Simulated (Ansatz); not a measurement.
Cr_Si in 4H silicon carbide (start: the Si(h) site; 96-site cell, 2×2×2 shifted sampling). The numbers are results of PBE, PAW (plane waves to 420 eV; Ansatz, a first-principles code), not measurements. Total energies of the localised charge states, counted from that of charge +1, and their image corrections (point charge with alignment); the host's valence-band maximum lies at 9.362 eV on the cells' energy zero and its gap is 2.23 eV.

```tsv
charge	moment (μB)	E − E(first) (eV)	correction (eV)
+1	1.0	0.000	0.233
0	2.0	9.775	0.000
−1	3.0	21.104	0.097
```

Question: Derive the transition levels above the valence-band maximum and say which of them are thermodynamic.

Answer: A level is the Fermi energy at which two charges have equal formation energy: ε(q/q′) = [E(q′) + corr(q′) − E(q) − corr(q)] / (q − q′) − E_VBM.
ε(+1/0) = [(9.775 + 0.000) − (0.000 + 0.233)] / 1 − 9.362 = 0.18 eV
ε(0/−1) = [(21.104 + 0.097) − (9.775 + 0.000)] / 1 − 9.362 = 2.06 eV
Thermodynamic levels at least 0.1 eV inside the gap: (+1/0) at 0.18 eV; (0/−1) at 2.06 eV. They hold to tenths of an eV in this cell. Only the charges listed were compared. Charge −2 has its level within 0.1 eV of a band edge or past it. Flagged in the runs: a host whose relaxation on this sampling wasn't shown to rest.
